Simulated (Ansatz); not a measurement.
The starting structures come from a database of crystals and need not be the phases stable at ambient conditions.

Here is the system:

```
ZnH2O2
1.0
    4.87345     0.00000     0.00000
    0.00000     8.10778     0.00000
    0.00000     0.00000     5.19186
Zn H O
4 8 8
Direct
  0.06538   0.87419   0.14994
  0.43462   0.37419   0.85006
  0.56538   0.12581   0.35006
  0.93462   0.62581   0.64994
  0.36084   0.71366   0.85710
  0.13916   0.21366   0.14290
  0.86084   0.28634   0.64290
  0.63916   0.78634   0.35710
  0.19444   0.38683   0.43474
  0.30556   0.88683   0.56526
  0.69444   0.61317   0.06526
  0.80556   0.11317   0.93474
  0.13151   0.41699   0.60973
  0.36849   0.91699   0.39027
  0.63151   0.58301   0.89027
  0.86849   0.08301   0.10973
  0.19032   0.77827   0.82880
  0.30968   0.27827   0.17120
  0.69032   0.22173   0.67120
  0.80968   0.72173   0.32880
```

Space group of this cell: P2_12_12_1. The cell is taken as given; by PBEsol its mean pressure is 0.6 GPa.

Transport runs along the normal of the first two printed cell vectors.

The gap is the functional's own, uncorrected, and κ follows it; spin-orbit coupling is left out. Mid-gap values are interpolated between the computed energies.

**Question.** Compute, with Ansatz (an electronic-structure program) with PBEsol, the band gap and the smallest decay constant κ at mid-gap.

**Answer.** Gap 3.09 eV on a 6×4×6 mesh; κ = 0.312 1/Å, at the zone centre.
